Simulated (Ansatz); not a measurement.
## GaN: biaxial strain −1.20 %, plane normal [001], relaxed out of plane

Start from GaN in the wurtzite structure (space group P6_3mc, No. 186; a = 3.152 Å, c = 5.138 Å). Axes: x lies along a and z along c of the hexagonal cell.

It is then changed as follows: biaxial strain −1.20 %, plane normal [001], relaxed out of plane (Cartesian); in-plane vectors clamped, the third vector and the atoms free.

All numbers come from LDA in Ansatz (plane waves to 420 eV, PAW, without spin-orbit coupling). Γ-centred 12×12×7 mesh, Fermi–Dirac width 0.05 eV.

```json
[
 {"quantity": "volume per atom", "base": "11.05 Å³", "changed": "10.85 Å³", "shift": "-0.20 Å³"},
 {"quantity": "space group", "base": "P6_3mc (No. 186)", "changed": "P6_3mc (No. 186)", "shift": "–"},
 {"quantity": "shortest interatomic distance", "base": "1.927 Å", "changed": "1.914 Å", "shift": "-0.0138 Å"},
 {"quantity": "pressure (mean of the normal stresses, compression positive)", "base": "0.00 GPa", "changed": "3.82 GPa", "shift": "+3.815 GPa"},
 {"quantity": "band gap", "base": "2.13 eV", "changed": "2.17 eV", "shift": "+0.04 eV"},
 {"quantity": "gap character", "base": "direct at Γ", "changed": "direct at Γ", "shift": "–"},
 {"quantity": "width of the top valence band", "base": "2.92 eV", "changed": "3.05 eV", "shift": "+0.13 eV"},
 {"quantity": "electron mass", "base": "0.18 mₑ along c, 0.20 mₑ across (at Γ)", "changed": "0.18 mₑ out of plane, 0.21 mₑ in plane (at Γ)", "shift": "–"},
 {"quantity": "valence-band top at Γ (three highest levels, from the VBM)", "base": "0.00, 0.00, -0.05 eV", "changed": "0.00, 0.00, -0.18 eV", "shift": "–"},
 {"quantity": "out-of-plane strain", "base": "–", "changed": "+0.59 %", "shift": "–"},
 {"quantity": "ratio −ε⊥/ε∥", "base": "–", "changed": "0.49", "shift": "–"}
]
```

Final structure (turned so that z lies along the plane normal):

```xyz
4
Lattice="3.1140 0.0000 0.0000 1.5570 2.6968 0.0000 0.0000 0.0000 5.1688" Properties=species:S:1:pos:R:3 pbc="T T T"
Ga     1.5570     0.8989     0.0098
Ga     3.1140     1.7978     2.5942
N      1.5570     0.8989     1.9389
N      3.1140     1.7978     4.5233
```

Masses are band curvatures over ±0.01 Å⁻¹ around the edge. No phonon test of stability was made.

Ansatz is a program for electronic structure.
